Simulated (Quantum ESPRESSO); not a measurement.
## Cost against accuracy: ecutwfc for HfSiO4 (I4_1/amd, 12 atoms in the cell)

Cell: a = 5.5107 Å, b = 5.5107 Å, c = 5.5107 Å, α = 114.47°, β = 72.97°, γ = 72.97°.

Level of theory: LDA (PZ), GBRV 1.5 ultrasoft (LDA) pseudopotentials (plane waves; Quantum ESPRESSO 7.5).

Base settings: ecutwfc = 40 Ry; ecutrho = 320 Ry; occupations = fixed; potentials = {Hf: hf_lda_v1.uspp.F.UPF, Si: si_lda_v1.uspp.F.UPF, O: o_lda_v1.2.uspp.F.UPF}; K_POINTS = automatic 3 3 3 0 0 0; nbnd = 46; conv_thr = 1e-10 Ry.

Misses are taken against the tightest run, 80 Ry (ecutrho: 320 Ry → 640 Ry), which need not be fully converged itself. The energy is the free energy per atom.

The count of work is k-points × plane waves × bands × iterations; it is no time, and leaves out set-up, grids and terms that scale otherwise. Core times come from one kind of shared machine and are given to one figure; runs under 30 s give none.

The starting cell comes from a database of computed structures (which also holds hypothetical and non-ambient phases and stackings), without a prior relaxation at this level. In the base run, with a pressure of about -5 GPa the cell is away from its equilibrium volume at this level.

The runs (ecutwfc): 16 Ry (ecutrho: 320 Ry → 128 Ry) | 20 Ry (ecutrho: 320 Ry → 160 Ry) | 24 Ry (ecutrho: 320 Ry → 192 Ry) | 28 Ry (ecutrho: 320 Ry → 224 Ry) | 32 Ry (ecutrho: 320 Ry → 256 Ry) | 36 Ry (ecutrho: 320 Ry → 288 Ry) | 40 Ry | 46 Ry (ecutrho: 320 Ry → 368 Ry) | 52 Ry (ecutrho: 320 Ry → 416 Ry) | 60 Ry (ecutrho: 320 Ry → 480 Ry) | 70 Ry (ecutrho: 320 Ry → 560 Ry) | 80 Ry (ecutrho: 320 Ry → 640 Ry).

Which is the coarsest setting among those run that, with all tighter ones, holds the energy within 10 meV/atom of the reference, and what does it save?

46 Ry (ecutrho: 320 Ry → 368 Ry), off by 8.2 meV/atom; its saving against the reference is no more than about a factor of 2 in time.

For at most 0.3 times the reference's count of work, which run misses the energy least?

32 Ry (ecutrho: 320 Ry → 256 Ry), with a miss of 55 meV/atom at a count of 0.25.

What does the step from 28 Ry (ecutrho: 320 Ry → 224 Ry) to 60 Ry (ecutrho: 320 Ry → 480 Ry) buy?

It takes the miss in the energy from 190 to 1.8 meV/atom, for 2.8 times the count of work and roughly 4 times the time.

| ecutwfc | energy less reference (meV/atom) | pressure less reference (GPa) | largest difference in the force on any atom (eV/Å) | count of work / reference | core time / reference (rough) |
|---|---|---|---|---|---|
| 16 Ry (ecutrho: 320 Ry → 128 Ry) | 6394.21 | -265.05 | 1.704 | 0.099 | – |
| 20 Ry (ecutrho: 320 Ry → 160 Ry) | 2162.22 | -121.35 | 0.392 | 0.13 | – |
| 24 Ry (ecutrho: 320 Ry → 192 Ry) | 675.40 | -48.28 | 0.066 | 0.18 | 0.2 |
| 28 Ry (ecutrho: 320 Ry → 224 Ry) | 192.29 | -16.85 | 0.020 | 0.23 | 0.2 |
| 32 Ry (ecutrho: 320 Ry → 256 Ry) | 54.69 | -5.17 | 0.012 | 0.25 | 0.3 |
| 36 Ry (ecutrho: 320 Ry → 288 Ry) | 19.08 | -1.14 | 0.004 | 0.33 | 0.3 |
| 40 Ry | 11.74 | -0.14 | 0.003 | 0.36 | 0.3 |
| 46 Ry (ecutrho: 320 Ry → 368 Ry) | 8.20 | -0.11 | 0.001 | 0.44 | 0.5 |
| 52 Ry (ecutrho: 320 Ry → 416 Ry) | 4.66 | -0.14 | 0.000 | 0.53 | 0.5 |
| 60 Ry (ecutrho: 320 Ry → 480 Ry) | 1.77 | 0.04 | 0.000 | 0.65 | 0.7 |
| 70 Ry (ecutrho: 320 Ry → 560 Ry) | 1.10 | 0.10 | 0.000 | 0.82 | 1 |
| 80 Ry (ecutrho: 320 Ry → 640 Ry) | 0.00 | 0.00 | 0.000 | 1.0 | 1 |
